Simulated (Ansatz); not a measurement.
For BeS (model structure, started from the CdTe type, P6₄22, No. 181, 6 atoms in the cell), PBE in Ansatz (PAW) gives:

| Property | Value |
|---|---|
| lattice constant a | 3.452 Å |
| lattice parameter c | 7.812 Å |
| bulk modulus | 99.8 GPa |
| cohesive energy | 4.14 eV/atom |
| band gap | 2.67 eV |

What does r²SCAN (Ansatz, a quantum-chemistry and plane-wave program, plane waves, PAW) give for the same quantities?


- lattice constant a: 3.450 Å (stays essentially unchanged)
- lattice parameter c: 7.833 Å (rises by 0.3 %)
- bulk modulus: 104 GPa (increases by 4.2 %)
- cohesive energy: 4.25 eV/atom (goes up by 0.11 eV/atom)
- band gap: 3.18 eV (goes up by 0.51 eV)

Changes are worked out from the printed values.

Unless a cell is named, each level is at its own relaxed cell (PBE 13.44, r²SCAN 13.46 Å³/atom).

Density-functional gaps are differences of (generalised) Kohn–Sham levels.

Caveats: the bulk modulus is −V dP/dV from two relaxed cells at ±2 % in volume (PBE, r²SCAN). Ansatz's density-functional and Hartree–Fock values are scalar-relativistic unless marked +SOC, with PAW data made under PBE.

A model structure was made by putting elements into a prototype or built by hand; it is no filed structure, need not be a known phase, and can be a saddle point held by its symmetry.
